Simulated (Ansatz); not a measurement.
## Hypothetical CdI2 type CeO2: response to strain

The parent structure is CeO2 in the CdI2 type structure (space group P-3m1, No. 164; a = 3.601 Å, c = 4.525 Å; a hypothetical phase, not in the database extracts checked).

Strains are applied to the cell and any free atomic positions relax.

The values are results of Ansatz (an electronic-structure program), PBE-D3(BJ), PAW, cutoff 420 eV, no SOC, not measurements.

Notes on the quantities. pressure: mean of the normal stresses, compression positive.

```csv
isotropic strain (%),pressure (GPa)
-4.6,15.9
-0.63,?
-0.33,0.9
0,0.0
5.39,-10.3
```

Problem. Fit P = P₀ − Bδ + Cδ² with δ = (1 + ε)³ − 1 to the rows shown and predict the withheld row.

Solution. Least squares on the printed values gives P₀ = 0.0 GPa, B = 94.4 GPa (at held cell shape), C = 201 GPa (largest residual 0.0 GPa); this predicts 1.8 GPa, and the run gives 1.7 GPa, in agreement.

No phonon test of stability was made. Seeded moments were not kept for the base. All final runs are without spin polarisation.
